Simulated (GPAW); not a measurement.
**How far to go with the plane-wave cutoff: Cu (Fm-3m, 1 atom in the cell)**

```yaml
crystal:
  lattice:
    - [0.00000, 1.81042, 1.81042]
    - [1.81042, 0.00000, 1.81042]
    - [1.81042, 1.81042, 0.00000]
  atoms:
    - { symbol: Cu, position: [0.00000, 0.00000, 0.00000] }
```

Computed with PBE, GPAW PAW datasets PBE (gpaw-data 1.0.1) (plane waves; GPAW).

Base settings: mode = pw; ecut = 850 eV; xc = PBE; kpts = 6 6 6; mesh shift (steps) = 0 0 0; occupations.name = methfessel-paxton; occupations.width = 0.1 eV; occupations.order = 0; nbands = -5; convergence.density = 1e-05 e/electron.

The second cell is the first with its lattice scaled by 0.98.

The mesh stays at the base's, so the ladder's end is converged at best in this setting alone.

Only quantities that move along the ladder and can be compared are tabulated.

The count of work is k-points × plane waves × bands × iterations; it is no time. 

The starting cell has typed, rounded lattice constants, without a prior relaxation at this level. Its lattice was rescaled by up to half a per cent. Spin polarisation is off. In the base run, with a pressure of about 3 GPa the cell is away from its equilibrium volume at this level. Without a gap this mesh is coarse (it stands for a supercell whose shortest vector is 15 Å).

```csv
ecut,free energy less the last step's (meV/atom),energy of the compressed cell less the first (meV/atom),pressure (GPa),count of work / last
300 eV,322.69,38.71,3.23,0.044
340 eV,293.43,37.67,-0.80,0.051
380 eV,214.33,37.99,-3.79,0.078
425 eV,124.02,41.13,-2.77,0.090
470 eV,69.66,37.14,0.24,0.090
510 eV,48.05,39.10,2.69,0.097
595 eV,42.84,38.87,3.62,0.15
680 eV,32.93,39.46,2.72,0.21
765 eV,16.62,39.35,2.71,0.20
850 eV,5.85,39.22,3.24,0.33
935 eV,1.70,39.07,3.62,0.27
1020 eV,0.46,39.01,3.78,0.33
1150 eV,0.12,39.02,3.84,0.43
1275 eV,0.06,39.03,3.84,0.50
1490 eV,0.04,39.00,3.84,0.54
1700 eV,0.02,39.01,3.84,0.66
2040 eV,0.00,39.01,3.84,1.0
```

Coarsest ecut that holds the free energy within 2 meV/atom of the last step, with all finer ones: 935 eV, at 0.27 of the last step's count of work; the step before is off by 5.9 meV/atom.

Coarsest ecut that holds the energy of the compressed cell less the first within 0.2 meV/atom of the last step, with all finer ones: 935 eV, at 0.27 of the last step's count of work; the step before is off by 0.22 meV/atom.

Coarsest ecut that holds the pressure within 0.05 GPa of the last step, with all finer ones: 1150 eV, at 0.43 of the last step's count of work; the step before is off by 0.06 GPa.

The energy difference between the two cells stays within 1 meV/atom of the last step's from 510 eV on, the total only from 1020 eV on: much of the error is common to both cells and cancels.
